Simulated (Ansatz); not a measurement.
The parent structure is Al in the fcc (Cu type) structure (space group Fm-3m, No. 225; relaxed with 0.1 eV smearing).

```xyz
1
Lattice="0.0000 1.9968 1.9968 1.9968 0.0000 1.9968 1.9968 1.9968 0.0000" Properties=species:S:1:pos:R:3 pbc="T T T"
Al     0.0000     0.0000     0.0000
```

Calculations: plane-wave PAW DFT at the r2SCAN level (Ansatz, a first-principles code, 500 eV), no spin-orbit coupling.

For the base:

```
Property   Result
--------  -------
Pressure  0.0 GPa
```

It is then changed as follows: the cell is scaled by 0.9843 in all directions; the atoms relax in the strained cell.

### Question
Estimate the effect on the pressure.

### Answer
The pressure goes from zero to 4.9 GPa.

### Question
Predict the new energy relative to the base.

### Answer
The energy rises by 11 meV/atom.

Whether these cells are dynamically stable was not tested.
